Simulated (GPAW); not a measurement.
# Worked example: self-consistent single point of Ba₂InOsO₆ (Fm-3m, 10 atoms in the cell) in GPAW

Level of theory: PBEsol, GPAW PAW datasets PBEsol (made by gpaw-setup) (plane waves; GPAW 25.7.0).

Input:

```python
from ase import Atoms
from ase.units import GPa
from gpaw import GPAW, PW, FermiDirac

atoms = Atoms(['Ba', 'Ba', 'In', 'Os', 'O', 'O', 'O', 'O', 'O', 'O'],
              cell=[[0.000000, 4.170100, 4.170100],
                    [4.170100, 0.000000, 4.170100],
                    [4.170100, 4.170100, 0.000000]],
              scaled_positions=[[0.250000, 0.250000, 0.250000],
                                [0.750000, 0.750000, 0.750000],
                                [0.500000, 0.500000, 0.500000],
                                [0.000000, 0.000000, 0.000000],
                                [0.760780, 0.239220, 0.239220],
                                [0.239220, 0.760780, 0.760780],
                                [0.239220, 0.760780, 0.239220],
                                [0.760780, 0.239220, 0.760780],
                                [0.239220, 0.239220, 0.760780],
                                [0.760780, 0.760780, 0.239220]],
              pbc=True)

atoms.set_initial_magnetic_moments([0.0, 0.0, 0.0, 1.0, 0.0, 0.0, 0.0, 0.0, 0.0, 0.0])

calc = GPAW(spinpol=True,
            mode=PW(900),
            xc='PBEsol',
            kpts=(3, 3, 3),
            occupations=FermiDirac(0.02),
            nbands=-4,
            convergence={'density': 1e-05, 'bands': -2},
            symmetry={'symmorphic': False, 'tolerance': 0.0005},
            maxiter=150,
            txt='-')

atoms.calc = calc

energy = atoms.get_potential_energy()
print('Energy (eV):', round(energy, 6))
forces = atoms.get_forces()
print('Forces (eV/Ang):')
print(forces.round(5))
stress = atoms.get_stress()
print('Stress (GPa, Voigt):', (stress / GPa).round(4))
```

Output (repeated stretches shortened):

```
Input parameters:
  convergence: {bands: -2,
                density: 1e-05}
  kpts: [3 3 3]
  maxiter: 150
  mode: {ecut: 900.0000000000001,
         name: pw}
  nbands: -4
  occupations: {fixmagmom: False,
                name: fermi-dirac,
                width: 0.02}
  spinpol: True
  symmetry: {symmorphic: False,
             tolerance: 0.0005}
  xc: PBEsol

species:
  Ba:
    name: Barium
    Z: 56.0
    valence: 10
    core: 46
    charge: 0.0
    file: Ba.PBEsol.gz

    # Using partial waves for Ba as LCAO basis

  In:
    name: Indium
    Z: 49.0
    valence: 13
    core: 36
    charge: 0.0
    file: In.PBEsol.gz

    # Using partial waves for In as LCAO basis

  Os:
    name: Osmium
    Z: 76.0
    valence: 14
    core: 62
    charge: 0.0
    file: Os.PBEsol.gz

    # Using partial waves for Os as LCAO basis

  O:
    name: Oxygen
    Z: 8.0
    valence: 6
    core: 2
    charge: 0.0
    file: O.PBEsol.gz

    # Using partial waves for O as LCAO basis

Reference energy: -1083277.593169  # eV

Spin-polarized calculation.
Initial magnetic moment: 1.000000

Convergence criteria:
 Maximum [total energy] change in last 3 cyles: 0.0005 eV / valence electron
 Maximum integral of absolute [dens]ity change: 1e-05 electrons / valence electron
 Maximum integral of absolute [eigenst]ate change: 4e-08 eV^2 / valence electron
 Maximum number of scf [iter]ations: 150

Symmetries present (total): 48
Symmetries with fractional translations: 0
27 k-points: 3 x 3 x 3 Monkhorst-Pack grid
4 k-points in the irreducible part of the Brillouin zone
       k-points in crystal coordinates                weights
   0:     0.00000000    0.00000000    0.00000000          1/27
   1:     0.33333333    0.33333333   -0.33333333         12/27
   2:     0.33333333    0.33333333    0.00000000          6/27
   3:     0.33333333    0.33333333    0.33333333          8/27

Wave functions: Plane wave expansion
  Cutoff energy: 900.000 eV
  Number of coefficients (min, max): 8868, 8932
  Pulay-stress correction: 0.000000 eV/Ang^3 (de/decut=0.000000)

Occupation numbers: Fermi-Dirac:
  width: 0.0200  # eV

Eigensolver

Densities:
  Coarse grid: 42*42*42 grid
  Fine grid: 84*84*84 grid
  Total Charge: 0.000000

Density mixing:
  Method: difference
  Backend: pulay
  Linear mixing parameter: 0.05
  old densities: 5
  Damping of long wavelength oscillations: 50

Hamiltonian:
  XC and Coulomb potentials evaluated on a 84*84*84 grid
  External potential:
    NoExternalPotential

XC parameters: PBEsol with 2 nearest neighbor stencil

Number of atoms: 10
Number of atomic orbitals: 55
Number of bands in calculation: 46
Number of valence electrons: 83
Bands to converge: 44

Density initialized from atomic densities
  46 bands from LCAO basis set

Atomic positions and initial magnetic moments

Positions:
   0 Ba     2.085050    2.085050    2.085050    ( 0.0000,  0.0000,  0.0000)
   1 Ba     6.255150    6.255150    6.255150    ( 0.0000,  0.0000,  0.0000)
   2 In     4.170100    4.170100    4.170100    ( 0.0000,  0.0000,  0.0000)
   3 Os     0.000000    0.000000    0.000000    ( 0.0000,  0.0000,  1.0000)
   4 O      1.995143    4.170100    4.170100    ( 0.0000,  0.0000,  0.0000)
   5 O      6.345057    4.170100    4.170100    ( 0.0000,  0.0000,  0.0000)
   6 O      4.170100    1.995143    4.170100    ( 0.0000,  0.0000,  0.0000)
   7 O      4.170100    6.345057    4.170100    ( 0.0000,  0.0000,  0.0000)
   8 O      4.170100    4.170100    1.995143    ( 0.0000,  0.0000,  0.0000)
   9 O      4.170100    4.170100    6.345057    ( 0.0000,  0.0000,  0.0000)

Unit cell:
           periodic     x           y           z      points  spacing
  1. axis:    yes    0.000000    4.170100    4.170100    42     0.1146
  2. axis:    yes    4.170100    0.000000    4.170100    42     0.1146
  3. axis:    yes    4.170100    4.170100    0.000000    42     0.1146

  Lengths:   5.897412   5.897412   5.897412
  Angles:   60.000000  60.000000  60.000000

Effective grid spacing dv^(1/3) = 0.1251

     iter     time        total  log10-change:  magmom
                         energy   eigst   dens
iter:   1 --:--:--   -78.840147   +0.34           +1.0060
iter:   2 --:--:--   -77.147594   -0.47  -0.98    +2.3809
iter:   3 --:--:--   -72.241131   -0.30  -1.05    +3.0309
iter:   4 --:--:--   -72.252061   -0.81  -1.35    +2.9226
iter:   5 --:--:--   -73.669665   -0.64  -1.45    +2.8881
iter:   6 --:--:--   -72.396801   -1.08  -1.51    +2.9732
iter:   7 --:--:--   -73.065345   -0.72  -1.88    +2.9946
iter:   8 --:--:--   -72.122673   -1.62  -1.64    +2.9919
iter:   9 --:--:--   -72.091209   -1.84  -2.18    +3.0000
iter:  10 --:--:--   -72.087382c  -3.18  -2.54    +3.0016
iter:  11 --:--:--   -72.088213c  -3.38  -2.67    +3.0007
iter:  12 --:--:--   -72.089625c  -3.81  -2.75    +3.0000
iter:  13 --:--:--   -72.086493c  -3.41  -2.71    +3.0000
iter:  14 --:--:--   -72.086318c  -4.78  -3.36    +3.0000
iter:  15 --:--:--   -72.086043c  -4.79  -3.42    +3.0001
   [... 3 lines left out ...]
iter:  19 --:--:--   -72.086371c  -4.77  -3.57    +3.0000
iter:  20 --:--:--   -72.086517c  -4.55  -3.61    +3.0000
iter:  21 --:--:--   -72.086283c  -4.61  -3.47    +3.0000
iter:  22 --:--:--   -72.086272c  -6.21  -4.16    +3.0000
iter:  23 --:--:--   -72.086274c  -6.29  -4.55    +3.0000
iter:  24 --:--:--   -72.086272c  -7.50c -4.27    +3.0000
iter:  25 --:--:--   -72.086271c  -6.81  -4.41    +3.0000
iter:  26 --:--:--   -72.086271c  -7.41c -4.76    +3.0000
iter:  27 --:--:--   -72.086271c  -7.73c -4.72    +3.0000
iter:  28 --:--:--   -72.086271c  -7.57c -4.79    +3.0000
iter:  29 --:--:--   -72.086271c  -7.51c -5.01c   +3.0000

Converged after 29 iterations.

Dipole moment: (-0.000000, 0.000000, 0.000000) |e|*Ang

Total magnetic moment: (0.000000, 0.000000, 2.999996)
Local magnetic moments:
   0 Ba ( 0.000000,  0.000000,  0.009595)
   1 Ba ( 0.000000,  0.000000,  0.009595)
   2 In ( 0.000000,  0.000000, -0.003394)
   3 Os ( 0.000000,  0.000000,  1.876717)
   4 O  ( 0.000000,  0.000000,  0.088706)
   5 O  ( 0.000000,  0.000000,  0.088706)
   6 O  ( 0.000000,  0.000000,  0.088706)
   7 O  ( 0.000000,  0.000000,  0.088706)
   8 O  ( 0.000000,  0.000000,  0.088706)
   9 O  ( 0.000000,  0.000000,  0.088706)

Energy contributions relative to reference atoms: (reference = -1083277.593169)

Kinetic:        +58.900465
Potential:      -57.724455
External:        +0.000000
XC:             -74.113926
Entropy (-ST):   -0.000001
Local:           +0.851645
SIC:             +0.000000
--------------------------
Free energy:    -72.086272
Extrapolated:   -72.086271

Spin contamination: 0.205106 electrons
Showing only first 2 kpts
                      Up                     Down
 Kpt  Band  Eigenvalues  Occupancy  Eigenvalues  Occupancy
  0    39      6.75903    1.00000      7.05979    1.00000
  0    40      8.09756    1.00000      9.19085    0.00000
  0    41      8.09756    1.00000      9.19085    0.00000
  0    42      8.09756    1.00000      9.19085    0.00000

  1    39      6.41397    1.00000      6.70338    1.00000
  1    40      7.92264    1.00000      9.09425    0.00000
  1    41      8.29966    1.00000      9.45842    0.00000
  1    42      8.42600    1.00000      9.57291    0.00000

Fermi level: 8.70124

Gap: 0.484 eV
Transition (v -> c):
  (s=0, k=2, n=42, [0.33, 0.33, 0.00]) -> (s=1, k=2, n=40, [0.33, 0.33, 0.00])
No difference between direct/indirect transitions
Energy (eV): -72.086271

Forces in eV/Ang:
  0 Ba   -0.00000    0.00000   -0.00000
  1 Ba    0.00000   -0.00000    0.00000
  2 In    0.00000    0.00000    0.00000
  3 Os    0.00000    0.00000    0.00000
  4 O    -0.38362    0.00000   -0.00000
  5 O     0.38362    0.00000    0.00000
  6 O     0.00000   -0.38362    0.00000
  7 O     0.00000    0.38362    0.00000
  8 O    -0.00000    0.00000   -0.38362
  9 O     0.00000    0.00000    0.38362

Stress tensor:
     0.048190     0.000000     0.000000
     0.000000     0.048190    -0.000000
     0.000000    -0.000000     0.048190
Stress (GPa, Voigt): [ 7.721  7.721  7.721 -0.     0.     0.   ]
```

The run converged in 29 iterations. GPAW prints stress with tension positive.

At such cutoffs GPAW's stress carries a finite-basis (Pulay) error, which enters relaxed cells too; its log prints stress with tension positive.

The starting cell comes from a database of computed structures (which also holds hypothetical and non-ambient phases and stackings), without a prior relaxation at this level. Spin-orbit coupling is off. With one magnetic atom in the cell only a parallel order is possible.

Cost on one core of a shared machine: roughly 3 min.
